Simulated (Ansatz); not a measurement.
The reference is BN in the wurtzite structure (space group P6_3mc, No. 186; a = 2.555 Å, c = 4.225 Å). Axes: x lies along a and z along c of the hexagonal cell.

Level of theory: Ansatz (a quantum-chemistry and plane-wave program) PBE, spin-orbit coupling left out.

Before the change:

| Property | Result |
|---|---|
| Volume per atom | 5.97 Å³ |
| Smallest direct gap | 8.23 eV |
| Valence-band top at Γ | 0.00, 0.00, -0.26 eV |
| Gap character | indirect, Γ → K |

Perturbation: tensile biaxial strain of 2.49 % in the plane normal to [001], as in epitaxy on a mismatched substrate; the out-of-plane cell vector and the atoms relax.

Q: What happens to the volume per atom, smallest direct gap, valence-band top at Γ and gap character?

A: The volume per atom rises by 0.28 Å³, from 5.97 Å³ to 6.25 Å³; the smallest direct gap decreases by 0.41 eV to 7.82 eV; the valence-band top at Γ (three highest levels, from the VBM) becomes 0.00, 0.00, -0.18 eV (base: 0.00, 0.00, -0.26 eV); the gap character is still indirect, Γ → K.

No phonon test of stability was made.
